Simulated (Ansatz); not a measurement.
Thickness series in hypothetical diamond B

The reference is B in the diamond structure (space group Fd-3m, No. 227; a = 4.052 Å; a hypothetical phase, not in the database extracts checked). Axes: x, y, z lie along the cube axes.

Free-standing slabs (2 atom(s) a layer) normal to [110] with 15 Å of vacuum; in-plane cell held at bulk.

The values are results of PBE (Ansatz, a program for electronic structure; PAW; 420 eV plane waves; no SOC), not measurements.

Notes on the quantities. layer's space group: with vacuum; excess energy per area of both faces: slab less bulk energy over the cell's area: twice a surface energy; uncertain by up to 0.2 J/m².

```json
[
 {"variant": "base", "thickness between the outermost nuclei": "–", "shortest interatomic distance": "1.754 Å", "layer's space group": "–", "excess energy per area of both faces": "–"},
 {"variant": "1 layer", "thickness between the outermost nuclei": "–", "shortest interatomic distance": "1.433 Å", "layer's space group": "Pmma (No. 51)", "excess energy per area of both faces": "–"},
 {"variant": "2 layers", "thickness between the outermost nuclei": "1.12 Å", "shortest interatomic distance": "1.608 Å", "layer's space group": "Pmna (No. 53)", "excess energy per area of both faces": "1.14 J/m²"},
 {"variant": "3 layers", "thickness between the outermost nuclei": "2.43 Å", "shortest interatomic distance": "1.522 Å", "layer's space group": "Pmma (No. 51)", "excess energy per area of both faces": "0.9 J/m²"},
 {"variant": "4 layers", "thickness between the outermost nuclei": "4.26 Å", "shortest interatomic distance": "1.547 Å", "layer's space group": "Pmna (No. 53)", "excess energy per area of both faces": "0.9 J/m²"},
 {"variant": "5 layers", "thickness between the outermost nuclei": "5.32 Å", "shortest interatomic distance": "1.545 Å", "layer's space group": "Pmma (No. 51)", "excess energy per area of both faces": "1.3 J/m²"},
 {"variant": "6 layers", "thickness between the outermost nuclei": "6.82 Å", "shortest interatomic distance": "1.526 Å", "layer's space group": "Pmna (No. 53)", "excess energy per area of both faces": "1.0 J/m²"},
 {"variant": "7 layers", "thickness between the outermost nuclei": "8.32 Å", "shortest interatomic distance": "1.539 Å", "layer's space group": "Pmma (No. 51)", "excess energy per area of both faces": "1.0 J/m²"}
]
```

The excess energy carries the mismatch between the slab's and the bulk's meshes. Stability against distortions was not tested.
